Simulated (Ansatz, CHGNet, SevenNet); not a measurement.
## SnGe (model structure, started from the WC type, P-6m2, No. 187, 2 atoms in the cell): lattice parameter a by level of theory

No measured value is used here.

| level (code) | value (Å) |
|---|---|
| CHGNet 0.3.0 | 3.841 |
| SevenNet-0 | 4.054 |
| SevenNet-l3i5 | 4.105 |
| PBEsol (Ansatz) | 3.868 |
| PBE-D3(BJ) (Ansatz) | 3.877 |

Ansatz's density-functional and Hartree–Fock values are scalar-relativistic unless marked +SOC, with PAW data made under PBE.

Machine-learned potentials (CHGNet 0.3.0, SevenNet-0, SevenNet-l3i5) are trained on DFT data: a solid inside that data is no test of them.

A model structure was made by putting elements into a prototype or built by hand; it is no filed structure, need not be a known phase, and can be a saddle point held by its symmetry.

Ansatz is a first-principles code.
